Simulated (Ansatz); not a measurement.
Base system: MgO in the rock salt structure (space group Fm-3m, No. 225; a = 4.215 Å). Axes: x, y, z lie along the cube axes.

Structures relaxed with PBEsol, PAW, 420 eV (Ansatz, a program for electronic structure; no spin-orbit coupling), earlier PAW set.

Base:

Simulated powder pattern, Cu Kα1, λ = 1.54056 Å (kinematic, ideal powder, no thermal factors, no anomalous dispersion; the 8 strongest lines at most, above 2 %, up to 2θ = 90°):

```tsv
2θ (°)	I/Imax (%)	hkl
36.91	10	(111)
42.88	100	(200)
62.25	56	(220)
74.62	6.9	(311)
78.55	17	(222)
```

One thing is altered: a pure shear with ε_xy = ε_yx = 0.0374; the atoms relax in the strained cell.

After the change:

Simulated powder pattern, Cu Kα1, λ = 1.54056 Å (kinematic, ideal powder, no thermal factors, no anomalous dispersion; the 8 strongest lines at most, above 2 %, up to 2θ = 90°):

```tsv
2θ (°)	d (Å)	I/Imax (%)	hkl
35.99	2.493	8.2	(111)
42.88	2.107	50	(002)
42.97	2.103	100	(200)
59.77	1.546	16	(220)
62.32	1.489	56	(202)
64.96	1.434	12	(2 -2 0)
76.33	1.247	14	(222)
81.02	1.186	11	(2 -2 2)
```

The indices refer to the base's conventional cell; one index is shown for lines that coincide. The space group is now Immm (No. 71).

Whether these cells are dynamically stable was not tested.
